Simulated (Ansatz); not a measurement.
Start from Ir in the fcc (Cu type) structure (space group Fm-3m, No. 225; a = 3.8309 Å; relaxed with 0.1 eV smearing). Axes: x, y, z lie along the cube axes.

Level of theory: PBEsol (Ansatz, a first-principles code; PAW; 420 eV plane waves; scalar-relativistic without spin-orbit coupling), earlier PAW set.

Base values:

* **Pressure**: 0.0 GPa
* **Shortest interatomic distance**: 2.709 Å

One thing is altered: uniaxial strain ε_zz = +3.58 %, all other strain components held at zero, atoms relaxed at fixed cell.

What happens to the energy relative to the base, pressure and shortest interatomic distance?

The energy grows by 33 meV/atom; the pressure (mean of the normal stresses, compression positive) goes from zero to -12.1 GPa; the shortest interatomic distance is still 2.709 Å.

No phonon test of stability was made. The final runs are not spin-polarised.
